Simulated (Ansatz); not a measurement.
# Bulk modulus B0 of Ge (Ia-3, No. 206, 8 atoms in the cell; start mp-1080106; another form than the element's usual one) at several levels of theory

No measured value is used here.

```tsv
level (code)	value (GPa)	cell (Å³/atom)
LDA (Ansatz)	69.3	20.31
PBEsol (Ansatz)	?	20.88
r²SCAN (Ansatz)	66.9	21.14
```

### Question
Some entries are withheld; supply them.

### Answer

- PBEsol (Ansatz, a first-principles code), value (GPa): 65.1

LDA, PBEsol, r²SCAN: the bulk modulus is −V dP/dV from two relaxed cells at ±2 % in volume. LDA, PBEsol, r²SCAN: the relaxation could not lower the start's symmetry, so the cell can be a saddle point above a distorted one. Each level is taken at its own relaxed cell. Cutoffs differ between the levels. Ansatz's density-functional and Hartree–Fock values are scalar-relativistic unless marked +SOC, with PAW data made under PBE.

A start named mp-… is a Materials Project structure, which need not be a measured phase.
